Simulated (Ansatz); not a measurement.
How a calculation on CaAu2Ge2 (I4/mmm, 5 atoms in the cell) responds to its settings

```
Ca(GeAu)2
1.0
   -2.19595     2.19595     5.07101
    2.19595    -2.19595     5.07101
    2.19595     2.19595    -5.07101
Ca Au Ge
1 2 2
Direct
  0.00000   0.00000   0.00000
  0.75000   0.25000   0.50000
  0.25000   0.75000   0.50000
  0.37900   0.37900   0.00000
  0.62100   0.62100   0.00000
```

Base run A: Ansatz (a quantum-chemistry and plane-wave program) with LDA (PW92), default PAW files made with PBE, self-consistent single point.

Its settings: basis.ecutwfc = 30.9 Ry; kpoints.mp_grid.grid = 11 11 11; kpoints.mp_grid.shift = 0.5 0.5 0.5; hamiltonian.xc = lda; hamiltonian.pseudopotentials = {kind: paw} (the program's default PAW files); scf.occupations.method = cold; scf.occupations.width = 0.0037 Ry.

The starting cell comes from a database of published, mostly measured structures (it also holds non-ambient and calculated ones), without a prior relaxation at this level. Its lattice was rescaled by a random factor within 2.5 % of one. Ansatz's pressure includes its estimate of the finite-basis (Pulay) stress.

ΔF is the free energy per atom less that of run A. 

```tsv
run	change	ΔF (meV/atom)	pressure (GPa)	largest force (eV/Å)	iterations
A	base	0.00	0.03	0.375	8
B	scf.mixing.preconditioner: default (the program chose Kerker) → none	0.00	0.02	0.375	7
C	scf.mixing.preconditioner: default (the program chose Kerker) → kerker	0.00	0.03	0.375	8
D	scf.mixing.preconditioner: default (the program chose Kerker) → kerker_dos	0.00	0.03	0.375	7
E	scf.mixing.preconditioner: default (the program chose Kerker) → resta; scf.mixing.eps_inf: default → 5	0.00	0.02	0.375	7
F	scf.mixing.preconditioner: default (the program chose Kerker) → ldos	0.00	0.03	0.375	7
G	scf.mixing.preconditioner: default (the program chose Kerker) → local_kerker	0.00	0.03	0.375	7
H	scf.mixing.preconditioner: default (the program chose Kerker) → kerker; scf.mixing.q_tf: default → 0.2	0.00	0.02	0.375	7
I	scf.mixing.preconditioner: default (the program chose Kerker) → kerker; scf.mixing.q_tf: default → 0.5	0.00	0.02	0.375	7
J	scf.mixing.preconditioner: default (the program chose Kerker) → kerker; scf.mixing.q_tf: default → 1.5	0.00	0.02	0.375	6
```

Runs B, C, D, E, F, G, H, I, J ended on the same solution as A (within 1 meV/atom).

Keys are those of Ansatz 0.2.
